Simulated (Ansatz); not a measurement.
An Ansatz (a program for electronic structure) input (PBE, PAW, 420 eV (Ansatz; no spin-orbit coupling), earlier PAW set):

Ansatz 0.2 input:
```yaml
crystal:
  lattice:
    - [4.3828760132, 0, 0]
    - [-2.1914380066, 3.795681969, 0]
    - [0, 0, 7.154669356]
  atoms:
    - { symbol: Cd, position: [0.6666666667, 0.3333333333, 0.0004720293] }
    - { symbol: Cd, position: [0.3333333333, 0.6666666667, 0.5004720293] }
    - { symbol: Se, position: [0.6666666667, 0.3333333333, 0.6247279707] }
    - { symbol: Se, position: [0.3333333333, 0.6666666667, 0.1247279707] }
basis: { ecutwfc: 420, ecutrho_ratio: 4, xc_grid: 2, fft_grid_basis: typed }
kpoints: { mp_grid: { grid: [16, 16, 8] } }
hamiltonian:
  xc: pbe
  dispersion: none
  pseudopotentials: { azcp: { folder: ./paw }, kind: paw }
total_charge: 0.23805
scf: { occupations: { method: fermi_dirac, width: 0.0259 }, convergence: { dr2_threshold: 0.0000000004 } }
relax: { f_tol: 0.005, max_steps: 30 }
output: { forces: true, stress: true }
checkpoint: { write: state.ck, write_every: 1000 }
```

### Question
Which symmetry and how many k-points will the program report, and about how many plane waves at Γ?

### Answer
Space group P63mc (ITA 186) with 12 operations, k-points 150 of 2048, and 2333 plane waves at Γ.

Carriers are added with a uniform compensating background; total energy and stress of such cells depend on the potential's zero and are not compared; many-body gap narrowing is missing at this level. No phonon test of stability was made. The cell was made from CdSe in the wurtzite structure (space group P6_3mc, No. 186) by this change: holes 2.0×10^21 cm⁻³.
